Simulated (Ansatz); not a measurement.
Consider the following.

```xyz
6
Lattice="3.8818 0.0000 0.0000 0.0000 3.8818 0.0000 0.0000 0.0000 20.4896" Properties=species:S:1:pos:R:3 pbc="T T T"
O      0.9704    -0.9704     7.6373
Ba     2.9113     0.9704     7.5390
O      2.9113    -2.9113    10.2448
Ba     4.8522    -0.9704    10.2448
O      4.8522    -4.8522    12.8523
Ba     6.7931    -2.9113    12.9507
```

No spin polarisation.

The values are results of PBEsol (Ansatz, an electronic-structure program, PAW, no spin-orbit coupling), not measurements. k-mesh 9×9×1 (Γ-centred); smearing 0.05 eV (Fermi–Dirac). The cell is a slab with vacuum along z.

Predict the gap character.

Indirect, M → Γ.

Predict the smallest direct gap.

2.25 eV.

What band gap does the calculation give?

2.11 eV.

Whether these cells are dynamically stable was not tested. The cell was made from BaO in the rock salt structure (space group Fm-3m, No. 225) by this change: a free-standing slab of 3 layers (6 atoms, 2 a layer) is cut normal to the z axis, with 15 Å of vacuum and the in-plane cell held at bulk.
